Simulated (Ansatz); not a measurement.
InGaZnO4 (R3m, No. 160, 7 atoms in the cell; start mp-1215688) was calculated with r²SCAN in Ansatz (PAW).

Run with plane-wave cutoff 560 eV, 12×12×12 k mesh, Fermi–Dirac smearing 0.01 eV, scalar-relativistic PAW data made under PBE.

Cell (relaxed at this level):

```cif
data_Ga3In3O12Zn3
_chemical_formula_sum 'Zn3 In3 Ga3 O12'
_space_group_name_H-M_alt 'R3m :H'
_space_group_IT_number 160
_space_group_name_Hall 'R 3 -2"'
_cell_length_a 3.31060
_cell_length_b 3.31060
_cell_length_c 25.76157
_cell_angle_alpha 90.000
_cell_angle_beta 90.000
_cell_angle_gamma 120.000
loop_
_atom_site_label
_atom_site_type_symbol
_atom_site_symmetry_multiplicity
_atom_site_Wyckoff_symbol
_atom_site_fract_x
_atom_site_fract_y
_atom_site_fract_z
_atom_site_occupancy
Zn1 Zn 3 a 0.00000 0.00000 0.78126 1
In1 In 3 a 0.00000 0.00000 0.99693 1
Ga1 Ga 3 a 0.00000 0.00000 0.21290 1
O1 O 3 a 0.00000 0.00000 0.70480 1
O2 O 3 a 0.00000 0.00000 0.28863 1
O3 O 3 a 0.00000 0.00000 0.87897 1
O4 O 3 a 0.00000 0.00000 0.13651 1
```
(The calculation used a cell of 7 atoms; values per cell refer to that cell.)

**Question.** Estimate the band gap and bulk modulus that the calculation returns.

**Answer.** 
* **band gap**: 1.77 eV (on the SCF k mesh)
* **bulk modulus**: 181 GPa

Note: the relaxation could not lower the start's symmetry, so the cell can be a saddle point above a distorted one; the bulk modulus is −V dP/dV from two relaxed cells at ±2 % in volume.

Spin–orbit coupling is not included.

The computed numbers hold no vibrational or temperature effects.

The result took roughly 10 core-minutes.

A start named mp-… is a Materials Project structure, which need not be a measured phase.

Ansatz is an electronic-structure program.
